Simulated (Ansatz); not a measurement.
Levels about the gap of amorphous Ti20O41Ag2 (63 atoms in a cell of 784 Å³, 3.87 g/cm³; zone centre alone, so wide bands show as single levels with stretches between that a denser mesh fills), at the geometry that PBE relaxed, where it gives -0.1 GPa on a denser mesh. The participation number counts the atoms over which a state spreads; weights are charges in smoothed Voronoi cells. The levels come from a single point, so bond lengths are those of that geometry. Method of the levels: PBE, scalar-relativistic without spin-orbit coupling (Ansatz, a quantum-chemistry and plane-wave program). Sampling: the zone centre alone; Fermi-Dirac width 0.02 eV; no spin polarisation. At PBE the levels at the filled edge of the gap are localised (band-tail or defect states), and the nearest spread-out levels lie 2.7 eV apart at the zone centre.

Preparation: random packing, a CHGNet melt and quench, and a DFT relaxation. O atoms were pushed apart under 1.9 Å during the dynamics, to hinder bonds among them. The hot cell started wider than the set density and was brought back towards it in steps. It is the lowest in DFT energy of 2 quenches. It is a model cell: composition and starting density were chosen by hand, and all elements were melted together. No dispersion term was used. Its density started from a set value of 3.87 and ended at 3.87 g/cm³. The quench (nominally 240 K/ps over its main leg) was far faster than any real one, so the model tends to hold more defects than a real film. Values belong to this one cell and scatter from quench to quench. The volume was held where the preparation left it and the shape relaxed, at a PBE pressure of -0.1 GPa (tension). On a 2×2×2 Γ-centred mesh force components of up to 0.16 eV/Å stay, since the relaxation ran on the zone centre alone.

```json
[
 {"E - E(highest filled), eV": "-0.51", "filling": "filled", "participation number": "14.4", "largest on": "O, 3 neighbours", "weight O": "0.80", "weight Ti": "0.06", "weight Ag": "0.14"},
 {"E - E(highest filled), eV": "-0.45", "filling": "filled", "participation number": "11.3", "largest on": "Ag, 3 neighbours", "weight O": "0.63", "weight Ti": "0.06", "weight Ag": "0.31"},
 {"E - E(highest filled), eV": "-0.36", "filling": "filled", "participation number": "14.5", "largest on": "O, 2 neighbours", "weight O": "0.84", "weight Ti": "0.06", "weight Ag": "0.10"},
 {"E - E(highest filled), eV": "-0.32", "filling": "filled", "participation number": "6.7", "largest on": "Ag, 4 neighbours", "weight O": "0.49", "weight Ti": "0.05", "weight Ag": "0.46"},
 {"E - E(highest filled), eV": "-0.12", "filling": "filled", "participation number": "4.6", "largest on": "Ag, 3 neighbours", "weight O": "0.42", "weight Ti": "0.07", "weight Ag": "0.52"},
 {"E - E(highest filled), eV": "-0.09", "filling": "filled", "participation number": "3.5", "largest on": "Ag, 4 neighbours", "weight O": "0.43", "weight Ti": "0.05", "weight Ag": "0.52"},
 {"E - E(highest filled), eV": "0.00", "filling": "filled", "participation number": "3.3", "largest on": "Ag, 4 neighbours", "weight O": "0.42", "weight Ti": "0.05", "weight Ag": "0.53"},
 {"E - E(highest filled), eV": "2.34", "filling": "empty", "participation number": "14.5", "largest on": "Ti, 6 neighbours", "weight O": "0.18", "weight Ti": "0.82", "weight Ag": "0.00"},
 {"E - E(highest filled), eV": "2.38", "filling": "empty", "participation number": "13.3", "largest on": "Ti, 6 neighbours", "weight O": "0.21", "weight Ti": "0.78", "weight Ag": "0.01"},
 {"E - E(highest filled), eV": "2.44", "filling": "empty", "participation number": "13.4", "largest on": "Ti, 6 neighbours", "weight O": "0.20", "weight Ti": "0.79", "weight Ag": "0.01"},
 {"E - E(highest filled), eV": "2.48", "filling": "empty", "participation number": "18.3", "largest on": "Ti, 6 neighbours", "weight O": "0.17", "weight Ti": "0.82", "weight Ag": "0.01"},
 {"E - E(highest filled), eV": "2.50", "filling": "empty", "participation number": "18.1", "largest on": "Ti, 6 neighbours", "weight O": "0.19", "weight Ti": "0.81", "weight Ag": "0.00"},
 {"E - E(highest filled), eV": "2.53", "filling": "empty", "participation number": "12.0", "largest on": "Ti, 5 neighbours", "weight O": "0.18", "weight Ti": "0.82", "weight Ag": "0.00"},
 {"E - E(highest filled), eV": "2.58", "filling": "empty", "participation number": "13.6", "largest on": "Ti, 5 neighbours", "weight O": "0.18", "weight Ti": "0.82", "weight Ag": "0.00"}
]
```

Most localised among these is the filled level at +0.00 eV, on a Ag atom, which has 4 neighbours (O 2.33 Å, O 2.38 Å, O 2.40 Å, O 2.53 Å).
